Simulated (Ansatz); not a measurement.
An Ansatz (an electronic-structure program) input (Kohn–Sham DFT with the LDA functional, run in Ansatz with PAW and 420 eV plane waves, scalar-relativistic without spin-orbit coupling):

Ansatz 0.2 input:
```yaml
crystal:
  lattice:
    - [3.0725881231, 0, 0]
    - [0, 3.0725881231, 0]
    - [1.5362940615, -1.5362940615, 1.5833234716]
  atoms:
    - { symbol: W, position: [0, 0, 0] }
basis: { ecutwfc: 420, ecutrho_ratio: 4, xc_grid: 2, fft_grid_basis: typed }
kpoints: { mp_grid: { grid: [29, 29, 29] } }
hamiltonian:
  xc: lda
  dispersion: none
  pseudopotentials: { kind: paw }
scf: { occupations: { method: fermi_dirac, width: 0.1 } }
relax: { f_tol: 0.005, max_steps: 50, cell: { stress_tol: 0.01, fix: [a, b, gamma] } }
output: { forces: true, stress: true }
checkpoint: { write: state.ck, write_every: 1000 }
```

**Question.** Which symmetry and how many k-points will the program report, and about how many plane waves at Γ?

**Answer.** Space group I4/mmm (ITA 139) with 16 operations, k-points 1800 of 24389, and 321 plane waves at Γ.

**Question.** And the final pressure?

**Answer.** 8.55 GPa (compression positive).

The cells carry an imposed strain or load. No phonon test of stability was made. The final runs are not spin-polarised. The cell was made from W in the bcc (W type) structure (space group Im-3m, No. 229) by this change: biaxial strain −2.00 %, plane normal [001], relaxed out of plane.
